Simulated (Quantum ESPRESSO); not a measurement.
Quantum ESPRESSO run on LuNi4Sn (F-43m, 6 atoms in the cell): self-consistent single point.

Level of theory: PBEsol, PSlibrary ultrasoft (PBE) pseudopotentials (plane waves; Quantum ESPRESSO).

```
LuNi4Sn
1.0
   -3.48219     0.00000     3.48219
    0.00000     3.48219     3.48219
   -3.48219     3.48219     0.00000
Lu Ni Sn
1 4 1
Direct
  0.00000   0.00000   0.00000
  0.62479   0.62479   0.62479
  0.12563   0.62479   0.62479
  0.62479   0.62479   0.12563
  0.62479   0.12563   0.62479
  0.25000   0.25000   0.25000
```

Reference input (self-consistent single point, DFT, LDA (PZ), plane waves, PSlibrary ultrasoft (LDA) pseudopotentials): ecutwfc = 55 Ry; ecutrho = 440 Ry; occupations = smearing; smearing = gauss; degauss = 0.0099958 Ry; K_POINTS = automatic 6 6 6 0 0 0; conv_thr = 1e-11 Ry; mixing_beta = 0.7. This run's input differs from it in these lines:

```diff
@@ -18,2 +18,3 @@
     degauss = 0.0099958,
+    input_dft = 'pbesol',
 /
@@ -24,5 +25,5 @@
 ATOMIC_SPECIES
-Lu   174.9668  Lu.pz-spdn-rrkjus_psl.1.0.0.UPF
-Ni    58.6934  Ni.pz-n-rrkjus_psl.1.0.0.UPF
-Sn   118.7100  Sn.pz-dn-rrkjus_psl.1.0.0.UPF
+Lu   174.9668  Lu.pbe-spdn-rrkjus_psl.1.0.0.UPF
+Ni    58.6934  Ni.pbe-n-rrkjus_psl.1.0.0.UPF
+Sn   118.7100  Sn.pbe-dn-rrkjus_psl.1.0.0.UPF
 ATOMIC_POSITIONS {angstrom}
```

Log, with long lists cut:

```
     Self-consistent Calculation

     iteration #  1     ecut=    55.00 Ry     beta= 0.70

     total energy              =    -687.25104306 Ry
     estimated scf accuracy    <       1.10354918 Ry

     iteration #  2     ecut=    55.00 Ry     beta= 0.70

     total energy              =    -684.91739209 Ry
     estimated scf accuracy    <      32.35467915 Ry

     iteration #  3     ecut=    55.00 Ry     beta= 0.70

     total energy              =    -688.02143493 Ry
     estimated scf accuracy    <       0.07393372 Ry

   [... 8 blocks of this kind left out ...]

     iteration # 12     ecut=    55.00 Ry     beta= 0.70

     total energy              =    -688.05336276 Ry
     estimated scf accuracy    <          4.7E-11 Ry

     iteration # 13     ecut=    55.00 Ry     beta= 0.70
     End of self-consistent calculation

     the Fermi energy is    14.2804 ev

!    total energy              =    -688.05336276 Ry
     estimated scf accuracy    <          4.5E-13 Ry
     smearing contrib. (-TS)   =      -0.00361970 Ry
     internal energy E=F+TS    =    -688.04974306 Ry

     convergence has been achieved in  13 iterations

     Forces acting on atoms (cartesian axes, Ry/au):

     atom    1 type  1   force =     0.00000000    0.00000000    0.00000000
     atom    2 type  2   force =    -0.00003403    0.00003403    0.00003403
     atom    3 type  2   force =     0.00003403    0.00003403   -0.00003403
     atom    4 type  2   force =     0.00003403   -0.00003403    0.00003403
     atom    5 type  2   force =    -0.00003403   -0.00003403   -0.00003403
     atom    6 type  3   force =     0.00000000   -0.00000000    0.00000000

     Total force =     0.000118     Total SCF correction =     0.000003

          total   stress  (Ry/bohr**3)                   (kbar)     P=      -56.18
  -0.00038190   0.00000000  -0.00000000          -56.18        0.00       -0.00
   0.00000000  -0.00038190  -0.00000000            0.00      -56.18       -0.00
  -0.00000000   0.00000000  -0.00038190           -0.00        0.00      -56.18

   JOB DONE.
```

The run converged in 13 iterations. Against the reference run the pressure goes from -10.78 to -5.62 GPa and the largest force goes from 0.010 to 0.002 eV/Å.

The starting cell comes from a database of computed structures (which also holds hypothetical and non-ambient phases and stackings), without a prior relaxation at this level. Its lattice was rescaled by a random factor within 2.5 % of one. Spin polarisation is off. With a pressure of about -6 GPa the cell is away from its equilibrium volume at this level.

Cost on one core of a shared machine: roughly 80 s.
